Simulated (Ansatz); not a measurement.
Base system: BN (space group P6_3/mmc, No. 194; a = 2.5005 Å, c = 6.4117 Å; layered, stacked along the Cartesian z axis).

Level of theory: PBEsol-D3(BJ) (Ansatz, a quantum-chemistry and plane-wave program; PAW; 420 eV plane waves; scalar-relativistic without spin-orbit coupling).

For the base:

| Quantity | Value |
|---|---|
| Band gap | 4.08 eV |
| Smallest direct gap | 4.49 eV |
| Pressure | 0.00 GPa |

One thing is altered: an isotropic linear strain of −2.40 %; the atoms relax in the strained cell.

What happens to the band gap?

The band gap rises by 0.06 eV, from 4.08 eV to 4.14 eV.

How does this affect the energy relative to the base?

The energy rises by 38 meV/atom.

Predict the new smallest direct gap.

The smallest direct gap rises by 0.09 eV to 4.58 eV.

Predict the new pressure.

The pressure (mean of the normal stresses, compression positive) goes from zero to 21.20 GPa.

Stability against distortions was not tested.
